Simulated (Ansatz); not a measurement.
Start from SnO$_{2}$ in the rutile structure (space group P4_2/mnm, No. 136).

```xyz
6
Lattice="4.7224 0.0000 0.0000 0.0000 4.7224 0.0000 0.0000 0.0000 3.1903" Properties=species:S:1:pos:R:3 pbc="T T T"
Sn     0.0000     0.0000     0.0000
Sn     2.3612     2.3612     1.5952
O      1.4454     1.4454     0.0000
O      3.8065     0.9158     1.5952
O      0.9158     3.8065     1.5952
O      3.2770     3.2770     0.0000
```

Cartesian axes are those of the cell as printed.

Computed with LDA, PAW, 420 eV (Ansatz, a quantum-chemistry and plane-wave program; without spin-orbit coupling).

Base values:

| Item | Result |
|---|---|
| Shortest interatomic distance | 2.044 Å |
| Electron mass | 0.18 mₑ along c, 0.20 mₑ across (at Γ) |
| Band gap | 1.16 eV |

The change: a pure shear with ε_xz = ε_zx = 0.0067, atoms relaxed at fixed cell.

Problem. Estimate the effect on the shortest interatomic distance.

Solution. The shortest interatomic distance is still 2.044 Å.

Problem. Estimate the effect on the electron mass.

Solution. The electron mass goes from 0.18 mₑ along c, 0.20 mₑ across (at Γ) to 0.18 mₑ along z, 0.20 mₑ across (at Γ).

Problem. How does this affect the energy relative to the base?

Solution. The energy goes up by 0.6 meV/atom.

Problem. Estimate the effect on the band gap.

Solution. The band gap remains 1.16 eV.

The cells carry an imposed strain or load. Masses are band curvatures over ±0.01 Å⁻¹ around the edge. Stability against distortions was not tested.
